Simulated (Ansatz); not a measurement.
Input and output of a self-consistent single point for CrMoF₆ (P1, 8 atoms in the cell) (Ansatz, a quantum-chemistry and plane-wave program).

Computed with PBEsol+U, default PAW files made with PBE (plane waves; Ansatz).

```yaml
crystal:
  lattice:
    - [5.59822, 0.00000, 0.00000]
    - [-0.02301, 5.59852, 0.00000]
    - [-2.67346, -2.69517, 4.13752]
  atoms:
    - { symbol: Cr, position: [0.00579, 0.00582, 0.01209], spin: 3.0 }
    - { symbol: Mo, position: [0.50000, 0.50000, 0.00000], spin: 2.0 }
    - { symbol: F, position: [0.33981, 0.25813, 0.53493] }
    - { symbol: F, position: [0.66019, 0.74187, 0.46507] }
    - { symbol: F, position: [0.82229, 0.73754, 0.06130] }
    - { symbol: F, position: [0.17771, 0.26246, 0.93870] }
    - { symbol: F, position: [0.74627, 0.25457, 0.07652] }
    - { symbol: F, position: [0.25373, 0.74543, 0.92348] }
```
(The spins are starting values, not results.)

Reference input (self-consistent single point, DFT, PBEsol+U, plane waves, default PAW files made with PBE): basis.ecutwfc = 420 eV; kpoints.mp_grid.grid = 3 3 3; hamiltonian.xc = pbesol; hamiltonian.pseudopotentials = {kind: paw} (the program's default PAW files); hamiltonian.hubbard.sites = [{species: Cr, l: d, u_eff: 3.7}, {species: Mo, l: d, u_eff: 4.38}] eV; hamiltonian.hubbard.projectors = ortho-atomic; magnetization.spin_polarized = true; scf.occupations.method = fermi_dirac; scf.occupations.width = 0.02 eV. This run's input differs from it in these lines:

Ansatz 0.2 input:
```diff
@@ -19,3 +19,4 @@
   mp_grid:
-    grid: [3, 3, 3]
+    grid: [3, 3, 4]
+    shift: [0.5, 0.5, 0.5]
 hamiltonian:
```

Output (repeated stretches shortened):

```
SCF iter   1: F=—  HF=-13053.123455 eV  |F-HF|=—  |Δ(HF+E_count)|=         —  Δρ=1.32e-1 (↑1.32e-1 ↓1.02e-1)  dr2=9.50e1  dr2_m=1.35e0  M=4.000 μB ∫|m|=4.277 μB  β_m=0.30  ethr=3.10e-3  ⟨swp⟩=6.2  Hψ=6351  notcnv=0
all-band conjugate gradients solve this SCF's bands
preconditioner: auto → none
   [... lines left out ...]
SCF iter  32: F=—  HF=-13046.350205 eV  |F-HF|=—  |Δ(HF+E_count)|=   1.55e-7  Δρ=8.49e-6 (↑8.49e-6 ↓5.29e-6)  dr2=1.43e-7  dr2_m=1.50e-8  M=6.000 μB ∫|m|=6.151 μB  β_m=0.74  ethr=4.47e-10  ⟨swp⟩=2.0  Hψ=2804  notcnv=0  defer=112
SCF iter  33: F=-13046.350205 eV  HF=-13046.350205 eV  |F-HF|=1.77e-8  |Δ(HF+E_count)|=   1.58e-7  Δρ=3.70e-6 (↑3.70e-6 ↓1.40e-6)  dr2=1.45e-8  dr2_m=2.97e-9  M=6.000 μB ∫|m|=6.151 μB  ethr=1.43e-10  ⟨swp⟩=11.4  Hψ=7270  notcnv=0
SCF 1 converged in 33 iterations: F = -13046.350205 eV  dr2 = 1.45e-8
Crystal: 8 atoms, lattice volume = 129.677 Å³
Initial density: read from a saved state, or passed on in memory by an earlier SCF of this step, an earlier step, the calling program or the single point that …
Starting moments: Σ|m| = 5 μB on 2 of 8 sites; this step starts from the density that it was given
SCF iter   1: F=—  HF=-13046.151190 eV  |F-HF|=—  |Δ(HF+E_count)|=         —  Δρ=2.40e-2 (↑2.40e-2 ↓2.33e-6)  dr2=3.29e-1  dr2_m=1.71e-1  M=6.000 μB ∫|m|=6.100 μB  ethr=1.43e-6  ⟨swp⟩=1.0  Hψ=11381  notcnv=0
preconditioner: auto → Resta (q_TF=auto, 2.462 Å⁻¹)
   [... lines left out ...]
spin=Collinear: Resta preconditioning applied to the charge; magnetization (m = ρ↑ − ρ↓) channel mixes plain (no charge-response kernel on spin).
Crystal: 8 atoms, lattice volume = 129.677 Å³
preconditioner: auto → Resta (q_TF=auto, 2.462 Å⁻¹)
spin=Collinear: Resta preconditioning applied to the charge; magnetization (m = ρ↑ − ρ↓) channel mixes plain (no charge-response kernel on spin).
Crystal: 8 atoms, lattice volume = 129.677 Å³
preconditioner: auto → Resta (q_TF=auto, 2.462 Å⁻¹)
spin=Collinear: Resta preconditioning applied to the charge; magnetization (m = ρ↑ − ρ↓) channel mixes plain (no charge-response kernel on spin).
preconditioner: auto → none
Crystal: 8 atoms, lattice volume = 129.677 Å³
preconditioner: auto → Resta (q_TF=auto, 2.462 Å⁻¹)
   [... lines left out ...]
--- Stress (GPa, compression-positive) ---
       -3.293810       0.313823       0.392331
        0.313910      -3.991557       0.184373
        0.392311       0.184373      -3.286797
  P = ⅓ Tr σ = -3.5241 GPa (-35.241 kbar)
  The stress holds the Pulay correction. Without it, at fixed plane waves, as pw.x and ABINIT print it: P = -4.1196 GPa
Occupation matrices written to occupation_matrices
```

The run converged, with 58 iterations in all over 2 SCF loops. 

The starting cell comes from a database of computed structures (which also holds hypothetical and non-ambient phases and stackings), without a prior relaxation at this level. Its lattice was rescaled by up to half a per cent. One atom was moved a little off its site on purpose. The magnetic order is the one reached from the typed start; others were not searched systematically. With U or open f shells several self-consistent states can exist. Ansatz's pressure includes its estimate of the finite-basis (Pulay) stress. Without the estimate this run gives -4.12 GPa.

These are the values that this program gave, and no reference: magnets with a U can end in a higher state.

Cost on one core of a shared machine: roughly 10 min.
